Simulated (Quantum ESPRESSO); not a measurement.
Input and output of a self-consistent single point for MgRe₃ (Fm-3m, 4 atoms in the cell) (Quantum ESPRESSO).

Level of theory: PBEsol, GBRV 1.5 ultrasoft (PBESOL) pseudopotentials (plane waves; Quantum ESPRESSO).

```
CELL_PARAMETERS angstrom
     -3.17900     0.00000     3.17900
      0.00000     3.17900     3.17900
     -3.17900     3.17900     0.00000
ATOMIC_POSITIONS crystal
  Mg 0.00000 0.00000 0.00000
  Re 0.25000 0.25000 0.25000
  Re 0.75000 0.75000 0.75000
  Re 0.50000 0.50000 0.50000
```

Reference input (self-consistent single point, DFT, PBEsol, plane waves, GBRV 1.5 ultrasoft (PBESOL) pseudopotentials): ecutwfc = 40 Ry; ecutrho = 320 Ry; occupations = smearing; smearing = marzari-vanderbilt; degauss = 0.0036749 Ry; potentials = {Mg: mg_pbesol_v1.4.uspp.F.UPF, Re: re_pbesol_v1.2.uspp.F.UPF}; K_POINTS = automatic 9 9 9 1 1 1; conv_thr = 1e-10 Ry. This run's input differs from it in these lines:

```diff
@@ -31,3 +31,3 @@
 K_POINTS {automatic}
-9 9 9  1 1 1
+6 6 6  0 0 0
```

Log, with long lists cut:

```
     Self-consistent Calculation

     iteration #  1     ecut=    40.00 Ry     beta= 0.70

     negative rho (up, down):  4.299E-01 0.000E+00

     total energy              =    -695.87211128 Ry
     estimated scf accuracy    <       0.85885001 Ry

     iteration #  2     ecut=    40.00 Ry     beta= 0.70

     negative rho (up, down):  4.245E-01 0.000E+00

     total energy              =    -695.70316267 Ry
     estimated scf accuracy    <       1.19092217 Ry

     iteration #  3     ecut=    40.00 Ry     beta= 0.70

     negative rho (up, down):  4.191E-01 0.000E+00

     total energy              =    -695.91570395 Ry
     estimated scf accuracy    <       2.20417791 Ry

   [... 6 blocks of this kind left out ...]

     iteration # 10     ecut=    40.00 Ry     beta= 0.70

     negative rho (up, down):  4.218E-01 0.000E+00

     total energy              =    -696.12764572 Ry
     estimated scf accuracy    <          2.1E-09 Ry

     iteration # 11     ecut=    40.00 Ry     beta= 0.70

     negative rho (up, down):  4.218E-01 0.000E+00
     End of self-consistent calculation

     the Fermi energy is    18.4908 ev

!    total energy              =    -696.12764572 Ry
     estimated scf accuracy    <          7.4E-12 Ry
     smearing contrib. (-TS)   =      -0.00002988 Ry
     internal energy E=F+TS    =    -696.12761583 Ry

     convergence has been achieved in  11 iterations

     negative rho (up, down):  4.218E-01 0.000E+00

     Forces acting on atoms (cartesian axes, Ry/au):

     atom    1 type  1   force =     0.00000000    0.00000000    0.00000000
   [... zero for the other atoms too ...]

     Total force =     0.000000     Total SCF correction =     0.000000

     negative rho (up, down):  4.218E-01 0.000E+00
          total   stress  (Ry/bohr**3)                   (kbar)     P=     -216.03
  -0.00146853   0.00000000  -0.00000000         -216.03        0.00       -0.00
   0.00000000  -0.00146853  -0.00000000            0.00     -216.03       -0.00
  -0.00000000  -0.00000000  -0.00146853           -0.00       -0.00     -216.03

   JOB DONE.
```

The run converged in 11 iterations. Against the reference run the free energy falls by 4.1 meV/atom and the pressure goes from -21.44 to -21.60 GPa.

The starting cell comes from a database of computed structures (which also holds hypothetical and non-ambient phases and stackings), without a prior relaxation at this level. Its lattice was rescaled by a random factor within 2.5 % of one. Spin polarisation is off.

Cost on one core of a shared machine: roughly 60 s.
